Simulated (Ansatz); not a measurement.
# Al on the 1x1 (101) surface of tetragonal HfO2 (a metastable polymorph) (cut with top plane O), one in a 2x1 cell, started at the site 'top O'

Host crystal: tetragonal HfO2, with a band gap (PBE, scalar-relativistic without spin-orbit coupling).

Method: PBE (plane waves to 420 eV, PAW; Ansatz, a program for electronic structure).

Slab: 37 atoms, 7.6 Å thick at the start under the adsorbate (thin: gaps and levels are the slab's own); k 3x3x1, smearing 0.01 eV, dipole-corrected; 16 atoms held, the rest relaxed; held to the start's symmetry, so lower structures may exist; spin-polarised, ending with about 1.0 μB a cell; orders that need a larger cell were not tried, no spin-orbit, no U, no dispersion correction. At the end it is bonded to 2 Hf + O. In PBE it is, or lies within 0.03 eV of, the lowest of the starts that converged.

The adsorption energy against an atom of fcc Al is 34.5 kcal/mol and the change of the step from the bottom to the top vacuum level, against the clean slab is -0.009 eV. The energy released by relaxation is 0.88 eV, the height of the binding atom over the mean of the host atoms within 0.3 Å of the top one comes out as 1.068 Å and the magnetic moment of the cell comes out as 1.00 μB. The nearest host atoms of the binding atom is O at 1.77 Å, O at 2.94 Å, Hf at 3.07 Å, the largest move of a host atom is 0.67 Å and the note comes out as in the relaxation the adsorbate left its starting site by 0.9 Å.

A negative adsorption energy means that the adsorbate is more stable on the surface than in its reference.
